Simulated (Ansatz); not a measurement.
# MgS: response to strain

Start from MgS in the rock salt structure (space group Fm-3m, No. 225).

```
MgS
1.0
    0.00000     2.59100     2.59100
    2.59100     0.00000     2.59100
    2.59100     2.59100     0.00000
Mg S
1 1
Direct
  0.00000   0.00000   0.00000
  0.50000   0.50000   0.50000
```

Cartesian axes are those of the cell as printed.

Strains are applied to the cell and any free atomic positions relax; under biaxial strain the out-of-plane vector relaxes too.

Calculations: PBEsol (Ansatz, an electronic-structure program, PAW, spin-orbit coupling left out).

```tsv
biaxial strain, plane normal [111], relaxed out of plane (%)	out-of-plane strain (%)
-2.5	1.41
-2.08	1.17
-1.67	0.94
-1.25	0.70
-0.83	?
-0.42	0.24
0	0.00
```

Q: Fit ε⊥ = −νε + γε² (strains in %) to the rows shown and predict the withheld row.

A: Least squares on the printed values gives ν = 0.56 (the biaxial Poisson response) and γ = 0.001 (largest residual 0.00 %); this predicts 0.47 %, and the run gives 0.47 %, in agreement.

Stability against distortions was not tested.
